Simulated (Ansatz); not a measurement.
The starting structures come from a database of crystals and need not be the phases stable at ambient conditions.

 Where the default PAW files enter, the runs use the earlier of Ansatz's two default sets.

By PBEsol, the system below comes out a metal.

Without scattering a metal conducts by its projected Fermi surface.

Here is the system:

```
CELL_PARAMETERS angstrom
      2.91113     0.00000     0.00000
     -1.45556     2.52111     0.00000
      0.00000     0.00000     9.17980
ATOMIC_POSITIONS crystal
  Ag 0.00000 0.00000 0.00000
  Ag 0.00000 0.00000 0.50000
  Ag 0.33333 0.66667 0.25000
  Ag 0.66667 0.33333 0.75000
```

Space group of this cell: P6_3/mmc. The cell is strained (lengths along the current scaled by 0.97, ions clamped); by PBEsol its mean pressure is -1.0 GPa.

The current flows along the normal of the first two printed cell vectors, the (001) (indices of the unstrained crystal) plane of the conventional cell. No spin-orbit coupling; the value is a mean over 0.1 eV about the Fermi level.

Q: Compute, with Ansatz (a program for electronic structure) with PBEsol, the ballistic conductance per area.

A: 0.89 × 10¹⁵ S/m² for both spins.
